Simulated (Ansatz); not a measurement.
Take Ge (space group I4_1/amd, No. 141; a cell from a computed database, its experimental status unchecked; relaxed with 0.1 eV smearing) as the base.

```yaml
crystal:
  lattice:
    - [-2.55846, 2.55846, 1.40256]
    - [2.55846, -2.55846, 1.40256]
    - [2.55846, 2.55846, -1.40256]
  atoms:
    - { symbol: Ge, position: [0.00000, 0.00000, 0.00000] }
    - { symbol: Ge, position: [0.75000, 0.25000, 0.50000] }
```

Cartesian axes are those of the cell as printed.

Calculations: DFT with PBEsol, PAW potentials and a 420 eV plane-wave cutoff in Ansatz (a program for electronic structure), scalar-relativistic without spin-orbit coupling.

Now apply this change: strain tensor (xx, yy, zz, yz, xz, xy) = (−0.25, −2.32, +0.44, −0.66, +0.74, +0.37) %, atoms relaxed at fixed cell.

Question: How does this affect the stress?

Answer: The stress (xx, yy, zz, yz, xz, xy; compression positive) is (1.9, 2.9, 0.9, 0.6, -0.7, -0.4) GPa.

Question: Predict the new energy relative to the base.

Answer: The energy goes up by 5.1 meV/atom.

Question: Estimate the effect on the largest internal atomic displacement.

Answer: The largest internal atomic displacement is 0.046 Å.

Whether these cells are dynamically stable was not tested. The base started in Imma and relaxed to I4_1/amd at this level. This is not the structure that Ge has at room temperature and ambient pressure.
